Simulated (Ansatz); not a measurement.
# How the band gap of Ta2O5 (Pmmn, No. 59, 14 atoms in the cell; start mp-1539317) moves with the method

No measured value is used here.

```csv
level (code),value (eV)
LDA (Ansatz),2.21
PBEsol+SOC (Ansatz),2.26 (indirect)
r²SCAN+SOC (Ansatz),2.77 (indirect)
dielectric-dependent PBEsol hybrid (Ansatz),___
HSE06 (Ansatz),___
PBE0 (Ansatz),4.53
```

Question: Complete the blanks.

Answer: 
- dielectric-dependent PBEsol hybrid (Ansatz, a quantum-chemistry and plane-wave program), value (eV): 3.89
- HSE06 (Ansatz), value (eV): 3.77

Computed values are for a static lattice. Spin–orbit coupling is included only where a level's name says +SOC; with heavier elements it mostly lowers gaps and can invert bands.  PBEsol+SOC, r²SCAN+SOC: the gap is read on the k mesh or supercell of the run alone and can be too large. Values are at the PBEsol cell. Cutoffs and k meshes differ between the levels. Ansatz's density-functional and Hartree–Fock values are scalar-relativistic unless marked +SOC, with PAW data made under PBE.

A start named mp-… is a Materials Project structure, which need not be a measured phase.
